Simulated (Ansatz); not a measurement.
The (10-12) surface of hcp Os in its 1x1 cell, outermost plane spacing 1.07 Å in the ideal cut

These are r2SCAN, at the PBE geometry (plane waves to 500 eV, PAW; Ansatz, an electronic-structure program) values and carry that method's errors.

Slab: 14 atoms, 10.7 Å thick at the start; k 14x6x1, smearing 0.1 eV, dipole-corrected; single point; on the structure that PBE left under its start's symmetry; no spin, no spin-orbit, no U.

```json
{
  "surface energy (mean of both faces)": "3.89 J/m²",
  "work_function_of_the_top_face": "4.88 eV",
  "cost": "roughly 7 core-minutes"
}
```
